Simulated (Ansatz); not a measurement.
Input:

```yaml
crystal:
  lattice:
    - [3.18693, 0.00000, 0.00000]
    - [0.00000, 3.18693, 0.00000]
    - [1.59347, 1.59347, 2.25350]
  atoms:
    - { symbol: Ga, position: [0.00000, 0.00000, 0.00000] }
    - { symbol: N, position: [0.25000, 0.75000, 0.50000] }
```

Space group of this cell: F-43m, zinc blende. The cell is taken as given; by r2SCAN its mean pressure is -1.2 GPa.

Method: r2SCAN (plane waves, PAW; Ansatz, an electronic-structure program).

The current runs along the normal of the first two printed vectors; no spin-orbit coupling. Scaled by the factor s: both lengths across the current (ions clamped). Meshes 14×14×14 and 10×10 across the current in all rows.

```
s     mean pressure (GPa)  band gap (eV)
----  -------------------  -------------
0.98                  7.2              ?
1.00                 -1.2           2.13
1.02                 -8.2           1.80
```

**Question.** Take the slope of the band gap against ln s from the two given rows, extrapolate to s = 0.98, and say what the run there gives.

**Answer.** Slope = (1.80 − 2.13) / ln 1.02 = -16.7 eV. The line gives 2.13 + (-16.7) × ln 0.98 = 2.47 eV. The run gives 2.36 eV, 0.11 eV under the line, 32 % of the predicted step.
